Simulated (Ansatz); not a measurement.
This Ansatz (an electronic-structure program) input is the reference run, TiSi2 (space group Fddd, No. 70), computed with PBE in Ansatz (plane waves to 420 eV, PAW, no spin-orbit coupling):

Ansatz 0.2 input:
```yaml
crystal:
  lattice:
    - [0, 4.1323380988, 4.2826815206]
    - [2.4031011548, 0, 4.2826815206]
    - [2.4031011548, 4.1323380988, 0]
  atoms:
    - { symbol: Si, position: [0.6630161514, 0.3369838486, 0.6630161514] }
    - { symbol: Si, position: [0.3369838486, 0.6630161514, 0.3369838486] }
    - { symbol: Si, position: [0.5869838486, 0.9130161514, 0.5869838486] }
    - { symbol: Si, position: [0.9130161514, 0.5869838486, 0.9130161514] }
    - { symbol: Ti, position: [0, 0, 0] }
    - { symbol: Ti, position: [0.25, 0.25, 0.25] }
basis: { ecutwfc: 420, ecutrho_ratio: 4, xc_grid: 2, fft_grid_basis: typed }
kpoints: { mp_grid: { grid: [13, 13, 13] } }
hamiltonian:
  xc: pbe
  dispersion: none
  pseudopotentials: { kind: paw }
scf: { occupations: { method: fermi_dirac, width: 0.05 }, convergence: { dr2_threshold: 0.0000000006 } }
output: { forces: true, stress: true }
checkpoint: { write: state.ck, write_every: 1000 }
```

**Question.** Write the input for this change: uniaxial strain ε_zz = +1.07 %, all other strain components held at zero, atoms relaxed at fixed cell.

**Answer.** 
Ansatz 0.2 input:
```yaml
crystal:
  lattice:
    - [0, 4.1323380988, 4.3285062129]
    - [2.4031011548, 0, 4.3285062129]
    - [2.4031011548, 4.1323380988, 0]
  atoms:
    - { symbol: Si, position: [0.6630161514, 0.3369838486, 0.6630161514] }
    - { symbol: Si, position: [0.3369838486, 0.6630161514, 0.3369838486] }
    - { symbol: Si, position: [0.5869838486, 0.9130161514, 0.5869838486] }
    - { symbol: Si, position: [0.9130161514, 0.5869838486, 0.9130161514] }
    - { symbol: Ti, position: [0, 0, 0] }
    - { symbol: Ti, position: [0.25, 0.25, 0.25] }
basis: { ecutwfc: 420, ecutrho_ratio: 4, xc_grid: 2, fft_grid_basis: typed }
kpoints: { mp_grid: { grid: [13, 13, 13] } }
hamiltonian:
  xc: pbe
  dispersion: none
  pseudopotentials: { kind: paw }
scf: { occupations: { method: fermi_dirac, width: 0.05 }, convergence: { dr2_threshold: 0.0000000006 } }
relax: { f_tol: 0.005, max_steps: 50 }
output: { forces: true, stress: true }
checkpoint: { write: state.ck, write_every: 1000 }
```
This is the input that was run.

Whether these cells are dynamically stable was not tested. The final runs are not spin-polarised.
